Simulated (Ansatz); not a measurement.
## A computed series for ZrO2: pressure series

The reference is ZrO₂ in the fluorite structure (space group Fm-3m, No. 225; a = 5.089 Å).

Cell and atoms are relaxed at each pressure.

Level of theory: r2SCAN in Ansatz (plane waves to 500 eV, PAW, no spin-orbit coupling).

```
pressure (GPa)  band gap (eV)
--------------  -------------
-2                       3.86
-1                       3.87
0                        3.89
0.3                      3.89
0.7                      3.89
1.5                         ?
3                        3.92
5                        3.94
10                       4.00
```

**Question.** Fit E_g = E₀ + αP + βP² to the rows shown and predict the withheld row.

**Answer.** Least squares on the printed values gives E₀ = 3.88 eV, α = 11.7 meV/GPa, β = -0.018 meV/GPa² (largest residual 0.01 eV); this predicts 3.90 eV, and the run gives 3.90 eV, in agreement.

Load acts through the strain it causes; cell and atoms are relaxed under it. Stability against distortions was not tested. No other phases were tried under pressure. This is not the structure that ZrO2 has at room temperature and ambient pressure.

Ansatz is an electronic-structure program.
